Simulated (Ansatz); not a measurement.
Given:

```
CELL_PARAMETERS angstrom
      0.00000     2.73928     2.60320
      2.73928     0.00000     2.60320
      2.73928     2.73928     0.00000
ATOMIC_POSITIONS crystal
  Zn 0.00000 0.00000 0.00000
  S  0.25000 0.25000 0.25000
```

All values below come from r2SCAN with spin-orbit coupling, rigid bands (plane waves, PAW; Ansatz, an electronic-structure program). Condition of this run: biaxial stress in (001) of -2 GPa (compression positive) (the target of the relaxation). Geometry: cell and atoms relaxed with PBEsol, then loaded as said.

Question: Predict the electron conductivity mass (n e² τ/σ) at 300 K, by direction if it differs.

Answer: 0.20 mₑ.

Question: Predict the hole conductivity mass (n e² τ/σ) at 300 K, by direction if it differs.

Answer: 0.78 (x), 0.78 (y), 0.50 (z) mₑ.

Question: And the band gap?

Answer: 2.59 eV at this level; semilocal functionals usually fall short of the measured gap.

Rigid bands, one relaxation time for all states, no polarons. Geometry: cell and atoms relaxed with PBEsol.
